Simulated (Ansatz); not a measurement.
Habitual settings against a tight run: Al₂W (P6_422, 9 atoms in the cell)

Self-consistent single point.

```yaml
crystal:
  lattice:
    - [4.80319, 0.00000, 0.00000]
    - [-2.40159, 4.15968, 0.00000]
    - [0.00000, 0.00000, 6.68974]
  atoms:
    - { symbol: Al, position: [0.83146, 0.66291, 0.50000] }
    - { symbol: Al, position: [0.16855, 0.83146, 0.16667] }
    - { symbol: Al, position: [0.33709, 0.16855, 0.83333] }
    - { symbol: Al, position: [0.16855, 0.33709, 0.50000] }
    - { symbol: Al, position: [0.83146, 0.16855, 0.16667] }
    - { symbol: Al, position: [0.66291, 0.83146, 0.83333] }
    - { symbol: W, position: [0.00000, 0.50000, 0.83333] }
    - { symbol: W, position: [0.50000, 0.00000, 0.50000] }
    - { symbol: W, position: [0.50000, 0.50000, 0.16667] }
```

Computed with PBEsol, PAW files made with PBE (plane waves; Ansatz, a program for electronic structure).

Base settings: basis.ecutwfc = 420 eV; kpoints.mp_grid.grid = 7 7 4; hamiltonian.xc = pbesol; hamiltonian.pseudopotentials = {kind: paw} (the program's default PAW files); scf.occupations.method = gaussian; scf.occupations.width = 0.05 eV.

Tight run (finer mesh or higher cutoff; not a proven limit): basis.ecutwfc: 420 eV → 590 eV; kpoints.mp_grid.grid: 7 7 4 → 10 10 6; scf.convergence.dr2_threshold: default (1e-07 eV) → 1e-09 eV. It gave Fermi level (on the code's own zero) 12.94 eV; pressure 3.15 GPa; largest force (vector length) 0.029 eV/Å.

Quick runs, as changes from the base:
- A: the base itself
- B: kpoints.mp_grid.grid: 7 7 4 → 4 4 4; hamiltonian.xc: pbesol → lda; scf.occupations.method: gaussian → fermi_dirac; scf.occupations.width: 0.05 eV → 0.136 eV [LDA (PW92)]
- C: basis.ecutwfc: 420 eV → 210 eV; kpoints.mp_grid.grid: 7 7 4 → 8 8 8
- D: basis.ecutwfc: 420 eV → 210 eV; kpoints.mp_grid.grid: 7 7 4 → 2 2 2
- E: basis.ecutwfc: 420 eV → 295 eV; kpoints.mp_grid.grid: 7 7 4 → 8 8 8; scf.occupations.method: gaussian → cold; scf.occupations.width: 0.05 eV → 0.272 eV; scf.convergence.dr2_threshold: default (1e-07 eV) → 0.0001 eV

Energies are extrapolated to zero smearing width, which holds to low order in the width alone.

Dashes: energy of B, another energy zero.

† marks runs with another functional, U, potentials or spin treatment: their distance from the tight run is not a convergence error alone.

The count of work is k-points × plane waves × bands × iterations; it is no time. 

Pressures in the table are Ansatz's without its Pulay estimate, at a fixed set of plane waves; the tight run's value above holds the estimate.

The starting cell comes from a database of computed structures (which also holds hypothetical and non-ambient phases and stackings), without a prior relaxation at this level. Its lattice was rescaled by a random factor within 2.5 % of one. Spin polarisation is off. In the base run, with a pressure of about 3 GPa the cell is away from its equilibrium volume at this level.

```tsv
run	energy less tight (meV/atom)	pressure less tight (GPa)	largest miss in a force vector (eV/Å)	count of work / tight
A	-0.2	-0.03	0.025	0.22
B†	–	-3.78	0.025	0.11
C	677.2	-35.78	0.039	0.16
D	579.6	-37.08	0.313	0.013
E	26.4	-1.78	0.030	0.23
```

Among the runs at the tight run's level, the energy misses run from 0.2 to 677.2 meV/atom.

Left out of this page: 1 run of the series unsound by tests on forces, stress, charge or solver warnings.

Keys are those of Ansatz 0.2.
